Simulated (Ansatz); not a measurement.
## Pt, pressure series

The parent structure is Pt in the fcc (Cu type) structure (space group Fm-3m, No. 225; a = 3.918 Å).

Cell and atoms are relaxed at each pressure.

Computed with plane-wave PAW DFT at the PBEsol level (Ansatz, a program for electronic structure, 420 eV), no spin-orbit coupling.

Notes on the quantities. enthalpy: H = E + PV relative to the base's energy.

| case | density | shortest interatomic distance | enthalpy |
|---|---|---|---|
| base | 21.54 g/cm³ | 2.771 Å | – |
| pressure −2 GPa | 21.39 g/cm³ | 2.777 Å | -0.19 eV/atom |
| pressure −1 GPa | 21.46 g/cm³ | 2.774 Å | -0.09 eV/atom |
| pressure 3 GPa | 21.76 g/cm³ | 2.761 Å | +0.28 eV/atom |
| pressure 7 GPa | 22.04 g/cm³ | 2.750 Å | +0.65 eV/atom |
| pressure 15 GPa | 22.56 g/cm³ | 2.728 Å | +1.37 eV/atom |
| pressure 30 GPa | 23.42 g/cm³ | 2.694 Å | +2.69 eV/atom |
| pressure 50 GPa | 24.41 g/cm³ | 2.658 Å | +4.38 eV/atom |
| pressure 75 GPa | 25.47 g/cm³ | 2.620 Å | +6.41 eV/atom |
| pressure 100 GPa | 26.41 g/cm³ | 2.589 Å | +8.36 eV/atom |

Load acts through the strain it causes; cell and atoms are relaxed under it. Whether these cells are dynamically stable was not tested. No other phases were tried under pressure. The final runs are not spin-polarised.
